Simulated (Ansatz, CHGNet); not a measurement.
For fluorite PtAl₂, the machine-learned potential CHGNet-r²SCAN (trained on r²SCAN data) gives:

equilibrium lattice constant a: 5.900 Å
enthalpy of formation: -1.038 eV/atom

Question: What does HSE06 in Ansatz (plane waves, PAW) give for the same quantities?

Answer: 
- lattice constant a: 5.905 Å (goes up by 0.1 %)
- formation enthalpy: -1.001 eV/atom (moves by +0.037 eV/atom)

For comparison: lattice constant a 5.91 Å (measured, temperature not stated, copied from a table, unchecked, no zero-point or thermal correction; as tabulated in Crystal Structures 1, 239 (1963)).

Changes are worked out from the printed values.

Unless a cell is named, each level is at its own relaxed cell (CHGNet-r²SCAN 17.11, HSE06 17.15 Å³/atom).

Levels without +SOC leave out spin–orbit coupling, which shifts energies and cells of such heavy elements.

The crystal itself was run without spin with HSE06; a magnetic state was not tried in these runs.

Caveats: exact exchange on metals is sensitive to the k mesh and can open a false gap (HSE06). Ansatz's density-functional and Hartree–Fock values are scalar-relativistic unless marked +SOC, with PAW data made under PBE.

Ansatz is a quantum-chemistry and plane-wave program.
